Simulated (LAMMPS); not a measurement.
MD of Cu (fcc) at zero pressure, 2048 atoms, as a crystal; each row is its own run.

Level of theory: classical MD, pair style adp, file AlCu.adp (LAMMPS).

| T (K) | enthalpy (eV/atom) |
|---|---|
| 200 | -3.4880 |
| 300 | -3.4615 |
| 610 | -3.3781 |
| 810 | -3.3223 |
| 1020 | -3.2613 |
| 1430 | -3.1313 |

Task: Fit a straight line, y = a + b x, to these rows (x is the first column, y the second) and predict the run at x = 1220.

Result: Least squares gives a = -3.5502 and b = 0.0002881. At x = 1220 the fit predicts -3.1988 eV/atom. The run itself gave -3.2002 ± 0.0002 eV/atom, so the fit is 1.4 meV/atom high.

Caution (row 1430): this crystal lies over the melting point of about 1330 K that EAM-type AlCu.adp gives, so it is superheated.
